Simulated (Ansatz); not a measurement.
An Ansatz (a first-principles code) input (DFT with r2SCAN, PAW potentials and a 500 eV plane-wave cutoff in Ansatz, no spin-orbit coupling):

Ansatz 0.2 input:
```yaml
crystal:
  lattice:
    - [0, 4.6795813814, 4.6795813814]
    - [4.6795813814, 0, 4.6795813814]
    - [4.6795813814, 4.6795813814, 0]
  atoms:
    - { symbol: Cs, position: [0.75, 0.75, 0.75] }
    - { symbol: Cs, position: [0.25, 0.25, 0.25] }
    - { symbol: Ag, position: [0.5, 0.5, 0.5] }
    - { symbol: Bi, position: [0, 0, 0] }
    - { symbol: F, position: [0.7588424128, 0.2411575872, 0.2411575872] }
    - { symbol: F, position: [0.2411575872, 0.7588424128, 0.7588424128] }
    - { symbol: F, position: [0.2411575872, 0.7588424128, 0.2411575872] }
    - { symbol: F, position: [0.7588424128, 0.2411575872, 0.7588424128] }
    - { symbol: F, position: [0.2411575872, 0.2411575872, 0.7588424128] }
    - { symbol: F, position: [0.7588424128, 0.7588424128, 0.2411575872] }
basis: { ecutwfc: 500, ecutrho_ratio: 4, xc_grid: 4, fft_grid_basis: typed }
kpoints: { mp_grid: { grid: [6, 6, 6] } }
hamiltonian:
  xc: r2scan
  dispersion: none
  pseudopotentials: { kind: paw }
scf: { occupations: { method: fermi_dirac, width: 0.05 }, convergence: { dr2_threshold: 0.000000001 } }
output: { forces: true, stress: true }
```

Question: Which symmetry and how many k-points will the program report, and about how many plane waves at Γ?

Answer: Space group Fm-3m (ITA 225) with 48 operations, k-points 16 of 216, and 5161 plane waves at Γ.

No phonon test of stability was made. The cell is Cs₂AgBiF₆ (space group Fm-3m, No. 225; a cell from a computed database, its experimental status unchecked).
